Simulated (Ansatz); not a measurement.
## How far PBE and r2SCAN part for Hf, biaxial strain −0.68 %, plane normal [001], relaxed out of plane

Take Hf in the hcp (Mg type) structure (space group P6_3/mmc, No. 194; a = 3.2040 Å, c = 5.0726 Å; relaxed with 0.1 eV smearing) as the base. Axes: x lies along a and z along c of the hexagonal cell.

(Cell as relaxed with PBE.)

Levels (all Ansatz, a quantum-chemistry and plane-wave program, PAW): PBE (420 eV, scalar-relativistic without spin-orbit coupling); r2SCAN (500 eV, no SOC).

Each level relaxes its own structure.

```json
[
 {"base": "volume per atom", "PBE": "22.55 Å³", "r2SCAN": "22.36 Å³"},
 {"base": "lattice parameter a", "PBE": "3.204 Å", "r2SCAN": "3.198 Å"},
 {"base": "band gap", "PBE": "zero", "r2SCAN": "zero"}
]
```

Now apply this change: compressive biaxial strain of 0.68 % in the plane normal to [001], as in epitaxy on a mismatched substrate; the out-of-plane cell vector and the atoms relax.

```csv
quantity,PBE,r2SCAN
"pressure (mean of the normal stresses, compression positive)",0.9 GPa,1.0 GPa
volume per atom,22.35 Å³,22.16 Å³
```

PBE's volume per atom lies 0.19 Å³ above r2SCAN's (0.9 %). Neither level is exact; r2SCAN is the comparison here, not a measurement.

Whether these cells are dynamically stable was not tested. All final runs are without spin polarisation.
